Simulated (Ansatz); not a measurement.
Quick settings and what they miss: Ti₅Al₂C₃ (R-3m, 10 atoms in the cell)

Self-consistent single point.

```yaml
crystal:
  lattice:
    - [1.52535, 0.88066, 16.08797]
    - [-1.52535, 0.88066, 16.08797]
    - [0.00000, -1.76133, 16.08797]
  atoms:
    - { symbol: Ti, position: [0.50000, 0.50000, 0.50000] }
    - { symbol: Ti, position: [0.78480, 0.78480, 0.78480] }
    - { symbol: Ti, position: [0.21520, 0.21520, 0.21520] }
    - { symbol: Ti, position: [0.69014, 0.69014, 0.69014] }
    - { symbol: Ti, position: [0.30986, 0.30986, 0.30986] }
    - { symbol: Al, position: [0.59609, 0.59609, 0.59609] }
    - { symbol: Al, position: [0.40391, 0.40391, 0.40391] }
    - { symbol: C, position: [0.86002, 0.86002, 0.86002] }
    - { symbol: C, position: [0.13998, 0.13998, 0.13998] }
    - { symbol: C, position: [0.00000, 0.00000, 0.00000] }
```

Level of theory: PBEsol, default PAW files made with PBE (plane waves; Ansatz, an electronic-structure program).

Base settings: basis.ecutwfc = 420 eV; kpoints.mp_grid.grid = 8 8 8; hamiltonian.xc = pbesol; hamiltonian.pseudopotentials = {kind: paw} (the program's default PAW files); scf.occupations.method = fermi_dirac; scf.occupations.width = 0.1 eV.

Tight run (finer mesh or higher cutoff; not a proven limit): basis.ecutwfc: 420 eV → 590 eV; kpoints.mp_grid.grid: 8 8 8 → 11 11 11; scf.convergence.dr2_threshold: default (1e-07 eV) → 1e-09 eV. It gave Fermi level (on the code's own zero) 12.09 eV; pressure -0.43 GPa; largest force (vector length) 0.193 eV/Å.

Quick runs, as changes from the base:
- A: the base itself
- B: basis.ecutwfc: 420 eV → 210 eV; kpoints.mp_grid.grid: 8 8 8 → 2 2 2; hamiltonian.xc: pbesol → lda; scf.occupations.method: fermi_dirac → cold; scf.occupations.width: 0.1 eV → 0.2 eV [LDA (PW92)]
- C: basis.ecutwfc: 420 eV → 210 eV; scf.occupations.method: fermi_dirac → gaussian; scf.occupations.width: 0.1 eV → 0.5 eV
- D: basis.ecutwfc: 420 eV → 210 eV; kpoints.mp_grid.grid: 8 8 8 → 4 4 4; hamiltonian.xc: pbesol → lda [LDA (PW92)]
- E: basis.ecutwfc: 420 eV → 295 eV; kpoints.mp_grid.grid: 8 8 8 → 4 4 4; scf.occupations.method: fermi_dirac → cold; scf.occupations.width: 0.1 eV → 0.2 eV; kpoints.mp_grid.shift: default → 0.5 0.5 0.5
- F: basis.ecutwfc: 420 eV → 250 eV; kpoints.mp_grid.grid: 8 8 8 → 6 6 6; scf.occupations.method: fermi_dirac → gaussian; scf.occupations.width: 0.1 eV → 0.5 eV; kpoints.mp_grid.shift: default → 0.5 0.5 0.5

Energies are extrapolated to zero smearing width, which holds to low order in the width alone.

Dashes: energy of B, D, another energy zero.

† marks runs with another functional, U, potentials or spin treatment: their distance from the tight run is not a convergence error alone.

The count of work is k-points × plane waves × bands × iterations; it is no time. 

Pressures in the table are Ansatz's without its Pulay estimate, at a fixed set of plane waves; the tight run's value above holds the estimate.

The starting cell comes from a database of computed structures (which also holds hypothetical and non-ambient phases and stackings), without a prior relaxation at this level. Its lattice was rescaled by a random factor within 2.5 % of one. Spin polarisation is off.

| run | energy less tight (meV/atom) | pressure less tight (GPa) | largest miss in a force vector (eV/Å) | count of work / tight |
|---|---|---|---|---|
| A | 3.6 | -0.09 | 0.023 | 0.24 |
| B† | – | -130.61 | 1.119 | 0.0061 |
| C | 2291.8 | -118.54 | 0.235 | 0.091 |
| D† | – | -125.28 | 0.342 | 0.020 |
| E | 176.1 | -13.58 | 0.218 | 0.022 |
| F | 703.0 | -47.02 | 0.565 | 0.048 |

Among the runs at the tight run's level, the energy misses run from 3.6 to 2291.8 meV/atom.

Keys are those of Ansatz 0.2.
